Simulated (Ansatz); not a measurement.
Given:

```xyz
1
Lattice="-1.5557 1.5557 1.5557 1.5557 -1.5557 1.5557 1.5557 1.5557 -1.5557" Properties=species:S:1:pos:R:3 pbc="T T T"
Mo     0.0000     0.0000     0.0000
```

Method: PBEsol, rigid bands (plane waves, PAW, scalar-relativistic; Ansatz, a program for electronic structure). Condition of this run: hydrostatic pressure 5 GPa (the target of the relaxation). How the cell was made: cell and atoms relaxed with PBEsol, then loaded as said.

**Question.** Predict the product ρ₀λ of resistivity and mean free path that follows from the Fermi surface's area.

**Answer.** 5.8 ×10⁻¹⁶ Ω·m².

**Question.** And the Drude plasma energy and the root-mean-square Fermi velocity at 300 K?

**Answer.** 9.0 eV; 9.0e5 m/s.

A metal at this level (no band gap); rigid bands, thermally averaged at 300 K, both spins. Spin-orbit coupling is left out. τ is one relaxation time for all states; the product of resistivity and mean free path takes one path for all states instead.
